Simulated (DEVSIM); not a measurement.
System: abrupt InP n-p junction, at 300 K.

```csv
layer (left to right),material,thickness (μm),Nd (cm⁻³),Na (cm⁻³),τn (s),τp (s)
1,InP,11.0,2.3e15,-,9.9e-10,9.9e-10
2,InP,49.0,-,1.3e17,3e-11,9.9e-10
```

Left contact: ohmic. Right contact: ohmic. Voltage is applied to the left contact. Recombination: SRH at mid-gap, radiative, Auger. Mobility is μmin + (μ − μmin)/(1 + (N/Nref)^α).

Constants are typed, rounded textbook-type inputs, not results; the design itself was drawn at random and stands for no fabricated device. Values at 300 K.

| parameter | InP |
|---|---|
| gap (eV) | 1.344 |
| affinity (eV) | 4.38 |
| permittivity | 12.5 |
| Nc (cm⁻³) | 5.7e17 |
| Nv (cm⁻³) | 1.1e19 |
| μn (cm²/Vs) | 5200 |
| μp (cm²/Vs) | 170 |
| μn,min | 400 |
| μp,min | 10 |
| Nref,n | 3e17 |
| Nref,p | 4.9e17 |
| αn | 0.47 |
| αp | 0.62 |
| B (cm³/s) | 1.2e-10 |
| Cn (cm⁶/s) | 9e-31 |
| Cp (cm⁶/s) | 9e-31 |

Simulated with DEVSIM: 1D drift-diffusion, Boltzmann statistics, complete ionisation; no tunnelling, impact ionisation, image-force lowering or self-heating.

Tabulate band edges, carrier densities and field at -1.0 V on the left contact.

Energies count from the Fermi level of the right contact; mesh points crowd at the junctions.

| x (μm) | Ec (eV) | Ev (eV) | n (cm⁻³) | p (cm⁻³) | field (V/cm) |
|---|---|---|---|---|---|
| 0.000 | 1.143 | -0.201 | 2.3e15 | < 1e2 | ≈ 0 |
| 0.04525 | 1.143 | -0.202 | 2.3e15 | 9500000 | ≈ 0 |
| 0.1837 | 1.142 | -0.202 | 2.3e15 | 3.9e7 | ≈ 0 |
| 0.5736 | 1.142 | -0.202 | 2.3e15 | 1.4e8 | ≈ 0 |
| 2.558 | 1.140 | -0.204 | 2.3e15 | 3.4e9 | ≈ 0 |
| 6.868 | 1.137 | -0.207 | 2.3e15 | 2.3e12 | ≈ 0 |
| 9.579 | 1.133 | -0.211 | 2.4e15 | 1.4e14 | -29 |
| 10.69 | 1.129 | -0.215 | 2.8e15 | 6.6e14 | 120 |
| 10.91 | 1.154 | -0.190 | 1.0e15 | 2.3e15 | 3700 |
| 10.98 | 1.208 | -0.136 | 1.3e14 | 1.9e16 | 13000 |
| 11.02 | 1.252 | -0.092 | 2.3e13 | 1.0e17 | 5100 |
| 11.15 | 1.258 | -0.086 | 1.4e13 | 1.3e17 | ≈ 0 |
| 11.51 | 1.258 | -0.086 | 6.9e12 | 1.3e17 | ≈ 0 |
| 12.52 | 1.257 | -0.087 | 9.5e11 | 1.3e17 | ≈ 0 |
| 17.39 | 1.254 | -0.090 | 6.4e7 | 1.3e17 | ≈ 0 |
| 30.26 | 1.247 | -0.097 | < 1e2 | 1.3e17 | ≈ 0 |
| 49.17 | 1.236 | -0.108 | < 1e2 | 1.3e17 | ≈ 0 |
| 56.42 | 1.231 | -0.113 | < 1e2 | 1.3e17 | ≈ 0 |
| 59.16 | 1.230 | -0.114 | < 1e2 | 1.3e17 | ≈ 0 |
| 59.72 | 1.229 | -0.115 | < 1e2 | 1.3e17 | ≈ 0 |
| 59.92 | 1.229 | -0.115 | < 1e2 | 1.3e17 | ≈ 0 |
| 60.00 | 1.229 | -0.115 | < 1e2 | 1.3e17 | ≈ 0 |
